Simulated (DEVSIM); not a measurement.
Structure: Schottky contact on n-type Si, at 300 K.

```tsv
layer (left to right)	material	thickness (μm)	Nd (cm⁻³)	τn (s)	τp (s)
1	Si	0.970	2.4e16	5.7e-5	5.7e-5
```

Left contact: Schottky, work function 4.71 eV, emission velocity 9e6 cm/s. Right contact: ohmic. Voltage is applied to the left contact. Recombination: SRH at mid-gap. Gap narrowing is on: ΔEg = 6.92 meV × (l + √(l² + 0.5)), l = ln(N/1.3e17 cm⁻³), shared equally by both band edges. Mobility is μmin + (μ − μmin)/(1 + (N/Nref)^α).

This is a model device: material constants are rounded textbook-type values typed into the input, and sizes, dopings and lifetimes were drawn at random. Values at 300 K.

```
parameter           Si
-------------  -------
gap (eV)         1.124
affinity (eV)     4.05
permittivity      11.7
Nc (cm⁻³)      2.86e19
Nv (cm⁻³)       3.1e19
μn (cm²/Vs)       1417
μp (cm²/Vs)        470
μn,min              52
μp,min              45
Nref,n          9.7e16
Nref,p          2.2e17
αn                0.68
αp                0.72
```

DEVSIM, 1D drift-diffusion, Boltzmann statistics, complete ionisation; no tunnelling, impact ionisation, image-force lowering or self-heating. Metal contacts follow the ideal Schottky-Mott rule: no Fermi-level pinning, no interface dipoles.

The doping Nd of layer 1 was swept, all else fixed.

| doping Nd of layer 1 (cm^-3) | dark forward voltage at 1 A/cm² (V) | dark forward voltage at 100 A/cm² (V) | largest field in the device at zero bias (V/cm) | potential step across the device at zero bias (V) |
|---|---|---|---|---|
| 7.2e14 | 0.230 | 0.421 | 9000 | 0.386 |
| 2.4e15 | 0.220 | 0.368 | 17000 | 0.417 |
| 7.2e15 | 0.215 | 0.346 | 31000 | 0.445 |
| 2.4e16 | 0.211 | 0.336 | 58000 | 0.476 |
| 7.2e16 | 0.209 | 0.331 | 100000 | 0.504 |
| 2.4e17 | 0.204 | 0.325 | 190000 | 0.531 |
| 7.2e17 | 0.197 | 0.317 | 340000 | 0.552 |

From the first row to the last the dark forward voltage at 1 A/cm² goes from 0.230 to 0.197. From the first row to the last the dark forward voltage at 100 A/cm² goes from 0.421 to 0.317.
